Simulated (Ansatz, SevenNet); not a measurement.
# Ti₃Al (P6₃/mmc, No. 194): properties by level of theory

| level (code) | lattice parameter a (Å) | c axis length (Å) | formation enthalpy (eV/atom) |
|---|---|---|---|
| SevenNet-0 | 5.716 | 4.697 | -0.328 |
| SevenNet-l3i5 | 5.740 | 4.675 | -0.325 |
| LDA (Ansatz) | 5.619 | 4.567 | -0.293 |
| PBEsol (Ansatz) | 5.690 | 4.609 | -0.284 |

Ansatz's density-functional and Hartree–Fock values are scalar-relativistic unless marked +SOC, with PAW data made under PBE.

Computed values are for the static lattice.

Ansatz is a first-principles code.
